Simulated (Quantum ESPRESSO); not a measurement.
A self-consistent single point of TbHg (P4mm, 2 atoms in the cell) with Quantum ESPRESSO.

Computed with PBEsol, PSlibrary ultrasoft (PBE) pseudopotentials (plane waves; Quantum ESPRESSO).

```
TbHg
1.0
    3.69275     0.00000     0.00000
    0.00000     3.69275     0.00000
    0.00000     0.00000     3.69275
Tb Hg
1 1
Cartesian
  1.84638   1.84638   1.89638
  0.00000   0.00000   0.00000
```
Moments meant for the start (each program seeds them in its own way; μB, in the order of the atoms Tb Hg): 6.0 0.0.

Reference input (self-consistent single point, DFT, PBEsol, plane waves, SSSP 1.1.2 efficiency (PBE) pseudopotentials): ecutwfc = 60 Ry; ecutrho = 480 Ry; occupations = smearing; smearing = fd; degauss = 0.0073499 Ry; nspin = 2; input_dft = pbesol; potentials = {Tb: Tb.GGA-PBE-paw-v1.0.UPF, Hg: Hg_ONCV_PBE-1.0.oncvpsp.upf}; K_POINTS = automatic 3 3 3 0 0 0; conv_thr = 1e-10 Ry; mixing_beta = 0.3. This run's input differs from it in these lines:

```diff
@@ -14,4 +14,4 @@
    ntyp = 2,
-   ecutwfc = 60,
-   ecutrho = 480,
+   ecutwfc = 61,
+   ecutrho = 549,
    occupations = 'smearing',
@@ -20,3 +20,3 @@
    nspin = 2,
-   starting_magnetization(1) = 0.316,
+   starting_magnetization(1) = 0.207,
    input_dft = 'pbesol',
@@ -28,4 +28,4 @@
 ATOMIC_SPECIES
-Tb   158.9254  Tb.GGA-PBE-paw-v1.0.UPF
-Hg   200.5920  Hg_ONCV_PBE-1.0.oncvpsp.upf
+Tb   158.9254  Tb.pbe-spdfn-rrkjus_psl.1.0.0.UPF
+Hg   200.5920  Hg.pbe-n-rrkjus_psl.1.0.0.UPF
 ATOMIC_POSITIONS {bohr}
```

Output, abridged:

```
     Self-consistent Calculation

     iteration #  1     ecut=    61.00 Ry     beta= 0.30

     total energy              =    -953.52584526 Ry
     estimated scf accuracy    <       4.07632635 Ry

     total magnetization       =     7.12 Bohr mag/cell
     absolute magnetization    =     7.14 Bohr mag/cell

     iteration #  2     ecut=    61.00 Ry     beta= 0.30

     total energy              =    -952.26531307 Ry
     estimated scf accuracy    <      32.26773351 Ry

     total magnetization       =     0.66 Bohr mag/cell
     absolute magnetization    =     0.84 Bohr mag/cell

     iteration #  3     ecut=    61.00 Ry     beta= 0.30

   [... lines left out ...]

   [... 95 blocks of this kind left out ...]

     iteration # 99     ecut=    61.00 Ry     beta= 0.30

     total energy              =    -954.80400074 Ry
     estimated scf accuracy    <       0.00004230 Ry

     total magnetization       =     5.98 Bohr mag/cell
     absolute magnetization    =     6.01 Bohr mag/cell

     iteration #100     ecut=    61.00 Ry     beta= 0.30

     total energy              =    -954.80507456 Ry
     estimated scf accuracy    <       0.00005544 Ry

     total magnetization       =     5.98 Bohr mag/cell
     absolute magnetization    =     6.00 Bohr mag/cell
     End of self-consistent calculation

     convergence NOT achieved after 100 iterations: stopping

   JOB DONE.
```

The run ended unconverged after 100 iterations. 

The starting cell comes from a database of computed structures (which also holds hypothetical and non-ambient phases and stackings), without a prior relaxation at this level. Its lattice was rescaled by up to half a per cent. One atom was moved a little off its site on purpose.

Cost on one core of a shared machine: roughly 7 min.
